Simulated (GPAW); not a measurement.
**Worked example: self-consistent single point of Be (P6_3/mmc, 4 atoms in the cell) in GPAW**

Level of theory: GPAW 25.7.0 with revPBE, LCAO dzp, GPAW PAW datasets revPBE (gpaw-data 1.0.1).

This input was run:

```python
from ase import Atoms
from gpaw import GPAW

atoms = Atoms(['Be', 'Be', 'Be', 'Be'],
              cell=[[2.232333, 0.000000, 0.000000],
                    [-1.116166, 1.933256, 0.000000],
                    [0.000000, 0.000000, 7.182544]],
              scaled_positions=[[0.000000, 0.000000, 0.000000],
                                [0.000000, 0.000000, 0.500000],
                                [0.333333, 0.666667, 0.250000],
                                [0.666667, 0.333333, 0.750000]],
              pbc=True)

calc = GPAW(mode='lcao',
            h=0.18,
            basis='dzp',
            xc='revPBE',
            kpts={'size': (14, 14, 4), 'gamma': True},
            occupations={'name': 'methfessel-paxton', 'width': 0.136, 'order': 0},
            symmetry={'symmorphic': False, 'tolerance': 0.0005},
            maxiter=100)

atoms.calc = calc

energy = atoms.get_potential_energy()
print('Energy (eV):', round(energy, 6))
forces = atoms.get_forces()
print('Forces (eV/Ang):')
print(forces.round(5))
```

Log, with long lists cut:

```
Input parameters:
  basis: dzp
  h: 0.18
  kpts: {gamma: True,
         size: (14, 14, 4)}
  maxiter: 100
  mode: lcao
  occupations: {name: methfessel-paxton,
                order: 0,
                width: 0.136}
  symmetry: {symmorphic: False,
             tolerance: 0.0005}
  xc: revPBE

species:
  Be:
    name: Beryllium
    Z: 4.0
    valence: 2
    core: 2
    charge: 0.0
    file: Be.revPBE.gz

    # LCAO basis set for Be:
    #   Name: dzp
    #   File: Be.dzp.basis.gz
    #   Number of radial functions: 3
    #   Number of spherical harmonics: 5
    #     l=0, rc=8.2188 Bohr: 2s-sz confined orbital
    #     l=0, rc=4.8281 Bohr: 2s-dz split-valence wave
    #     l=1, rc=8.2188 Bohr: p-type Gaussian polarization
    #   Number of RI-basis functions 0

Reference energy: -1596.492671  # eV

Spin-paired calculation

Convergence criteria:
 Maximum [total energy] change in last 3 cyles: 0.0005 eV / valence electron
 Maximum integral of absolute [dens]ity change: 0.0001 electrons / valence electron
 Maximum integral of absolute [eigenst]ate change: 4e-08 eV^2 / valence electron
 Maximum number of scf [iter]ations: 100

Symmetries present (total): 24
Symmetries with fractional translations: 12
784 k-points: 14 x 14 x 4 Monkhorst-Pack grid + [1/28,1/28,1/8]
72 k-points in the irreducible part of the Brillouin zone
       k-points in crystal coordinates                weights
   0:     0.00000000    0.00000000    0.00000000          1/784
   1:     0.00000000    0.00000000    0.25000000          2/784
   2:     0.00000000    0.00000000    0.50000000          1/784
   [... 7 lines left out ...]
          ...
  71:     0.50000000    0.50000000    0.50000000          3/784

Wave functions: LCAO
  Diagonalizer: Serial LAPACK
  Atomic Correction: dense with blas
  Data-type: complex

Occupation numbers: Methfessel-Paxton:
  width: 0.1360  # eV
  order: 0

Eigensolver
   LCAO using direct dense diagonalizer

Densities:
  Coarse grid: 12*12*40 grid
  Fine grid: 24*24*80 grid
  Total Charge: 0.000000

Density mixing:
  Method: separate
  Backend: pulay
  Linear mixing parameter: 0.05
  old densities: 5
  Damping of long wavelength oscillations: 50

Hamiltonian:
  XC and Coulomb potentials evaluated on a 24*24*80 grid
  Interpolation: tri-quintic (5. degree polynomial)
  Poisson solver: FastPoissonSolver using
    Stencil: 8*3+1=25 point O(h^6) finite-difference Laplacian
    FFT axes: [np.int64(0), np.int64(1), np.int64(2)]
    FST axes: []

XC parameters: revPBE with 2 nearest neighbor stencil

Number of atoms: 4
Number of atomic orbitals: 20
Number of bands in calculation: 9
Number of valence electrons: 8
Bands to converge: occupied

Density initialized from atomic densities

          Be

       Be
        Be

       Be

Atomic positions and initial magnetic moments

Positions:
   0 Be     0.000000    0.000000    0.000000    ( 0.0000,  0.0000,  0.0000)
   1 Be     0.000000    0.000000    3.591272    ( 0.0000,  0.0000,  0.0000)
   2 Be    -0.000001    1.288838    1.795636    ( 0.0000,  0.0000,  0.0000)
   3 Be     1.116168    0.644418    5.386908    ( 0.0000,  0.0000,  0.0000)

Unit cell:
           periodic     x           y           z      points  spacing
  1. axis:    yes    2.232333    0.000000    0.000000    12     0.1611
  2. axis:    yes   -1.116166    1.933256    0.000000    12     0.1611
  3. axis:    yes    0.000000    0.000000    7.182544    40     0.1796

  Lengths:   2.232333   2.232332   7.182544
  Angles:   90.000000  90.000000 120.000003

Effective grid spacing dv^(1/3) = 0.1752

     iter     time        total  log10-change:
                         energy   eigst   dens
iter:   1 --:--:--   -11.534477        c
iter:   2 --:--:--   -11.538463        c -1.11
iter:   3 --:--:--   -11.589847        c -1.13
iter:   4 --:--:--   -11.589844        c -3.02
iter:   5 --:--:--   -11.589850c       c -3.07
iter:   6 --:--:--   -11.589842c       c -3.42
iter:   7 --:--:--   -11.589842c       c -4.96c

Converged after 7 iterations.

Dipole moment: (-0.223096, -0.386412, -1.137744) |e|*Ang

Energy contributions relative to reference atoms: (reference = -1596.492671)

Kinetic:        +13.466565
Potential:       -3.258427
External:        +0.000000
XC:             -21.212298
Entropy (-ST):   -0.003853
Local:           -0.583755
SIC:             +0.000000
--------------------------
Free energy:    -11.591768
Extrapolated:   -11.589842

Showing only first 2 kpts
 Kpt  Band  Eigenvalues  Occupancy
  0     2     -1.57409    2.00000
  0     3      3.31094    2.00000
  0     4      8.85031    0.19683
  0     5     19.54759    0.00000

  1     2     -0.36951    2.00000
  1     3      2.52390    2.00000
  1     4     10.01439    0.00000
  1     5     15.88483    0.00000

Fermi level: 8.72620

No gap
No difference between direct/indirect transitions
Energy (eV): -11.589842

Forces in eV/Ang:
  0 Be    0.00000    0.00000    0.00000
  1 Be    0.00000    0.00000    0.00000
  2 Be    0.00000    0.00000   -0.00000
  3 Be   -0.00000   -0.00000   -0.00000
```

The run converged in 7 iterations.

The starting cell was generated: these elements placed on a structure prototype, without a prior relaxation; it need not be a known phase or ordering of this composition. Its lattice was rescaled by a random factor within 2.5 % of one. Values carry the incompleteness of an atom-centred basis.

Cost on one core of a shared machine: roughly 6 min.
